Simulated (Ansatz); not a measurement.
BP (I-4m2), r2SCAN with spin-orbit coupling, rigid bands (Ansatz, a program for electronic structure): Condition of this run: uniaxial stress along [001] of -20 GPa (compression positive) (the target of the relaxation). band gap 0.88 eV, N_c = 2.43e19 cm⁻³ and N_v = 1.12e19 cm⁻³ at 300 K, conductivity masses along y (a = (0.00, 2.24, 2.40) Å; b = (2.24, 0.00, 2.40) Å; c = (2.24, 2.24, 0.00) Å) of 0.378 mₑ (electrons) and 0.331 mₑ (holes). Take k_BT = 0.02585 eV.

Question: What thermal injection velocity √(2k_BT/πm) limits a ballistic channel along the direction named?

Answer: 8.75e6 cm/s for electrons and 9.35e6 cm/s for holes, a ratio of √(m_h/m_e) = 0.936, for dilute carriers.

Question: A film of it is 5 nm thick, with its normal along the direction named. Estimate the confinement energies in an infinite well.

Answer: ħ²π²/(2m t²) = 0.376 eV·nm²/(m/mₑ × t²) gives 39.8 meV for electrons and 45.4 meV for holes, so the gap would widen to about 0.97 eV. Finite barriers and nonparabolic bands lower this, and with several valleys or bands the heaviest mass along the normal sets the lowest level, not this average.

Question: What built-in voltage has an abrupt junction with N_A = 1e16 and N_D = 1e18 cm⁻³, all dopants ionised?

Answer: V_bi = E_g/e − (k_BT/e) ln(N_c N_v/(N_A N_D)) = 0.88 − 0.02585 × 10.21 = 0.62 V. It follows the computed gap one for one.

Rigid, parabolic bands with the computed gap; masses take one relaxation time for all states. Geometry: cell and atoms relaxed with PBEsol.
